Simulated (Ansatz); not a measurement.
**bcc V (0 0 1) on zinc-blende CuI (0 0 1) (film strained to the substrate, started from cuts of the bulks and a machine-learned relaxation; slabs Cu5I6 and V16, which can lie off the formulas)**

A periodic stack without vacuum, bcc V (0 0 1) on zinc-blende CuI (0 0 1) (film strained to the substrate, started from cuts of the bulks and a machine-learned relaxation; slabs Cu5I6 and V16, which can lie off the formulas): substrate slab Cu5I6, film V16, surface cells [[1, 0], [1, 1]] and [[-1, 1], [-1, -1]], film strained by +1.4 and +1.4 %, outermost planes I/I and V/V as cut, which need not be the usual terminations and can put a slab off its formula.

The start was prepared with a machine-learned potential, and the result is one local minimum, with the in-plane cell held and forces under 0.04 eV/Å; the film can end far from its bulk form.

Level of theory: PBE (plane waves to 420 eV, PAW; Ansatz, a program for electronic structure). Scalar-relativistic, without spin–orbit coupling; the runs are not spin-polarised; PBE gaps are too small against experiment. Its k-point mesh 7×7×1, Fermi–Dirac width 0.05 eV.

```
Quantity                                                                                  Result
-------------------------------------------------------------------------------  ---------------
interface area                                                                           18.5 Å²
period                                                                                   30.29 Å
heights between the nearest atoms of the two slabs at the two interfaces         2.78 and 2.17 Å
I–V contacts across the interfaces within 1.22 times the sum of covalent radii    6, mean 3.11 Å
hole barrier (PBE, at the middle of a substrate layer that carries a field)              0.95 eV
electron barrier (PBE, at the middle of a substrate layer that carries a field)          0.15 eV
slope of the mean potential energy in the substrate                               +4.9 MV/cm × e
```

```xyz
27
Lattice="4.2991 0.0003 -0.0281 0.0003 4.2984 0.0853 0.1610 -0.4836 30.2829" Properties=species:S:1:pos:R:3 pbc="T T T"
Cu     4.1272    -0.0471     5.5362
Cu     1.9554     2.1301     2.5811
Cu     4.1661    -0.1718    11.6147
Cu     1.9977     2.0392     8.6323
Cu     2.0403     1.9290    14.7134
I      4.1160     2.1319     4.0382
I      1.9508     0.0288     0.9219
I      4.1564     2.0104    10.1153
I      1.9872    -0.0783     7.0478
I      4.1960     1.8732    16.1762
I      2.0256    -0.1971    13.1248
V      4.1793     3.9157    20.3269
V      2.0300     1.7618    20.2898
V      4.1766     1.7929    18.9563
V      2.0199     3.9373    19.0660
V      4.2009     3.8757    23.3261
V      2.0511     1.7284    23.3069
V      4.1876     1.7345    21.7831
V      2.0396     3.8864    21.8264
V      4.2291     3.8815    26.2788
V      2.0795     1.7307    26.2499
V      4.2148     1.7302    24.7170
V      2.0656     3.8800    24.7855
V      4.2495     3.8452    29.1049
V      2.0989     1.6949    29.0012
V      4.2410     1.7127    27.7546
V      2.0893     3.8644    27.7491
```
